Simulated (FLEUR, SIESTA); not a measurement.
A SIESTA input for a self-consistent single point of Hf (P6_3/mmc, 2 atoms in the cell) (DFT, GGA PBEsol, numerical atomic orbitals TZP, PseudoDojo PBEsol standard norm-conserving potentials (rewritten from UPF to PSML)):

```
# files in the folder: Hf.psml (PseudoDojo PBEsol standard)
SystemName  Hf
SystemLabel Hf

NumberOfAtoms                2
NumberOfSpecies              1
%block ChemicalSpeciesLabel
  1 72 Hf
%endblock ChemicalSpeciesLabel
LatticeConstant              3.220154 Ang
%block LatticeVectors
     1.000000000    0.000000000    0.000000000
    -0.500000000    0.866025352    0.000000000
     0.000000000    0.000000000    1.580338083
%endblock LatticeVectors
AtomicCoordinatesFormat      Ang
%block AtomicCoordinatesAndAtomicSpecies
    -0.000001610    1.859157596    1.272233000  1
     1.610078610    0.929577404    3.816699000  1
%endblock AtomicCoordinatesAndAtomicSpecies

XC.functional                GGA
XC.authors                   PBEsol
PAO.BasisSize                TZP
PAO.EnergyShift              0.01 Ry
MeshCutoff                   300 Ry
%block kgrid.MonkhorstPack
   16   0   0  0.0
    0  16   0  0.0
    0   0   9  0.0
%endblock kgrid.MonkhorstPack
OccupationFunction           MP
OccupationMPOrder            0
ElectronicTemperature        0.136 eV

MaxSCFIterations             150
SCF.Mixer.Method             Pulay
SCF.Mixer.Weight             0.2
SCF.Mixer.History            6
SCF.DM.Tolerance             1.0E-05
Diag.ParallelOverK           true
WriteForces                  true
```

Task: Write the same calculation as an input for FLEUR.

Result: This is the input that was run; spellings and numerical settings could be chosen otherwise.

Input of the input generator:

```
scf Hf
&input film=f /
6.0852089557 0.0000000426 0.0000000000
-3.0426045147 5.2699455217 0.0000000000
0.0000000000 0.0000000000 9.6166877468
1.0
1.0 1.0 1.0

2
72 0.3333333333 0.6666666667 0.2500000000
72 0.6666666667 0.3333333333 0.7500000000

&comp jspins=1 /
&exco xctyp='PBEs' /
&kpt div1=16 div2=16 div3=9 gamma=t /
&end /
```

```xml
<?xml version="1.0" encoding="UTF-8" standalone="no"?>
<fleurInput fleurInputVersion="0.39">
   <comment>
      scf Hf                                                                                              
   </comment>
   <calculationSetup>
      <cutoffs Kmax="3.8" Gmax="13.3" GmaxXC="13.3" numbands="0"/>
      <scfLoop itmax="100" minDistance="0.00001" maxIterBroyd="40" imix="Anderson" alpha="0.05" precondParam="0.0" spinf="2.0"/>
      <coreElectrons ctail="T" frcor="F" kcrel="0" coretail_lmax="0"/>
      <xcFunctional name="PBEs" relativisticCorrections="F"/>
      <magnetism jspins="1"/>
      <soc l_soc="F" theta="0.0" phi="0.0" spav="F"/>
      <expertModes spex="0" secvar="F"/>
      <geometryOptimization l_f="T" forcealpha="1.0" forcemix="BFGS" epsdisp="0.00001" epsforce="0.00001"/>
      <ldaU l_linMix="F" mixParam="0.05" spinf="1.0"/>
   </calculationSetup>
   <cell>
      <bzIntegration valenceElectrons="52.0" mode="gauss" fermiSmearingEnergy="0.00499791">
         <kPointListSelection listName="default-1"/>
         <!-- k-points included here -->
         <xi:include xmlns:xi="http://www.w3.org/2001/XInclude" href="kpts.xml"> </xi:include>
      </bzIntegration>
      <!-- symmetry operations included here -->
      <xi:include xmlns:xi="http://www.w3.org/2001/XInclude" href="sym.xml"> </xi:include>
      <bulkLattice scale="1.0">
         <bravaisMatrix>
            <row-1>    6.0852089556999998     0.0000000426000000     0.0000000000000000</row-1>
            <row-2>   -3.0426045146999998     5.2699455217000004     0.0000000000000000</row-2>
            <row-3>    0.0000000000000000     0.0000000000000000     9.6166877468000003</row-3>
         </bravaisMatrix>
      </bulkLattice>
   </cell>
   <atomSpecies>
      <species name="Hafnium (Hf)" element="Hf" atomicNumber="72">
         <mtSphere radius="2.63" gridPoints="925" logIncrement="0.014"/>
         <atomicCutoffs lmax="10" lnonsphr="8"/>
         <electronConfig flipSpins="F">
            <coreConfig>(1s1/2) (2s1/2) (2p1/2) (2p3/2) (3s1/2) (3p1/2) (3p3/2) (4s1/2) (3d3/2) (3d5/2) (4p1/2) (4p3/2) (4d3/2) (4d5/2)</coreConfig>
            <valenceConfig>(5s1/2) (5p1/2) (5p3/2) (6s1/2) (4f5/2) (4f7/2) (5d3/2) (5d5/2)</valenceConfig>
            <stateOccupation state="(5d3/2)" spinUp="0.4" spinDown="0.4"/>
            <stateOccupation state="(5d5/2)" spinUp="0.6" spinDown="0.6"/>
         </electronConfig>
         <energyParameters s="6" p="6" d="5" f="5"/>
         <lo type="SCLO" l="0" n="5" eDeriv="0"/>
         <lo type="SCLO" l="1" n="5" eDeriv="0"/>
         <lo type="SCLO" l="3" n="4" eDeriv="0"/>
      </species>
   </atomSpecies>
   <atomGroups>
      <atomGroup species="Hafnium (Hf)">
         <relPos label="                   1">1.000/3.000 -1.000/3.000 1.000/4.000</relPos>
         <relPos label="                   2">-1.000/3.000 1.000/3.000 -1.000/4.000</relPos>
         <force calculate="T" relaxXYZ="TTT"/>
      </atomGroup>
   </atomGroups>
   <output dos="F" band="F" slice="F">
      <checks vchk="F" cdinf="F"/>
      <bandDOS minEnergy="-.5*Htr" maxEnergy="0.5*Htr" sigma="0.015" storeEVData="T"/>
      <vacuumDOS vacdos="F" integ="F" star="F" nstars="0" locx1="0.0" locy1="0.0" locx2="0.0" locy2="0.0" nstm="0" tworkf="0.0"/>
      <unfoldingBand unfoldBand="F" supercellX="1" supercellY="1" supercellZ="1"/>
      <plotting iplot="0" polar="F">
         <plot TwoD="T" vec1="  1.0  0.0  0.0" vec2="  0.0  1.0  0.0" vec3="  0.0  0.0  1.0" zero="  0.0  0.0  0.0" file="plot"/>
      </plotting>
      <chargeDensitySlicing numkpt="0" minEigenval="0.0" maxEigenval="0.0" nnne="0" pallst="F"/>
      <specialOutput eonly="F"/>
      <magneticCircularDichroism mcd="F" energyLo="-10.0" energyUp="0.0"/>
   </output>
  <!-- We include the file relax.xml here to enable relaxations (see documentation) -->
  <xi:include xmlns:xi="http://www.w3.org/2001/XInclude" href="relax.xml"> <xi:fallback/> </xi:include>
</fleurInput>
```

Basis settings and potentials, where a program has them, do not carry over. This input uses DFT, PBEsol, all-electron FLAPW (FLEUR), scalar-relativistic valence.

The starting cell comes from a database of computed structures (which also holds hypothetical and non-ambient phases and stackings), without a prior relaxation at this level. Its lattice was rescaled by a random factor within 2.5 % of one.
